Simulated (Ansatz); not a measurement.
Start from GaAs in the zinc blende structure (space group F-43m, No. 216; a = 5.667 Å). Axes: x, y, z lie along the cube axes.

All numbers come from Ansatz (a program for electronic structure) r2SCAN, no spin-orbit coupling.

Free-standing slabs (2 atom(s) a layer) normal to [110] with 15 Å of vacuum; in-plane cell held at bulk.

One change was made to it. Results:

The valence-band top at Γ (three highest levels, from the VBM) becomes 0.00, -0.87, -0.92 eV (base: 0.00, 0.00, 0.00 eV); the band gap shrinks by 0.44 eV (0.96 eV → 0.52 eV); the shortest interatomic distance falls by 0.029 Å to 2.425 Å; the excess energy per area of both faces (slab less bulk energy over the cell's area: twice a surface energy) comes out as 1.52 J/m²; the smallest direct gap rises by 0.19 eV (0.96 eV → 1.15 eV).

**Question.** Which change produced these results?
(A) 4 layers
(B) 3 layers
(C) 5 layers

**Answer.** B, 3 layers. For comparison, the band gap in the other runs: 4 layers gives 1.31 eV; 5 layers gives 1.06 eV.

The excess energy carries the mismatch between the slab's and the bulk's meshes. Whether these cells are dynamically stable was not tested.
